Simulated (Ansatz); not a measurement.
Consider CdF2 in the fluorite structure (space group Fm-3m, No. 225; a = 5.384 Å). Axes: x, y, z lie along the cube axes.

Method: PBEsol (Ansatz, a program for electronic structure, PAW, spin-orbit coupling left out).

Strains are applied to the cell and any free atomic positions relax.

One change was made to it. Results:

```tsv
quantity	base	after
pressure (mean of the normal stresses, compression positive)	0.00 GPa	1.69 GPa
energy relative to the base (free energy F)	0 meV/atom	+1.6 meV/atom
shortest interatomic distance	2.331 Å	2.320 Å
```

Problem. Which of these changes matches the shifts?
(A) uniaxial strain ε_zz = −1.00 %
(B) uniaxial strain ε_zz = +1.00 %
(C) uniaxial strain ε_zz = −1.50 %
(D) uniaxial strain ε_zz = +3.00 %
(E) uniaxial strain ε_zz = +2.00 %

Solution. C, uniaxial strain ε_zz = −1.50 %. For comparison, the pressure in the other runs: uniaxial strain ε_zz = +3.00 % gives -2.99 GPa; uniaxial strain ε_zz = +1.00 % gives -1.05 GPa; uniaxial strain ε_zz = −1.00 % gives 1.11 GPa; uniaxial strain ε_zz = +2.00 % gives -2.05 GPa.

Stability against distortions was not tested.
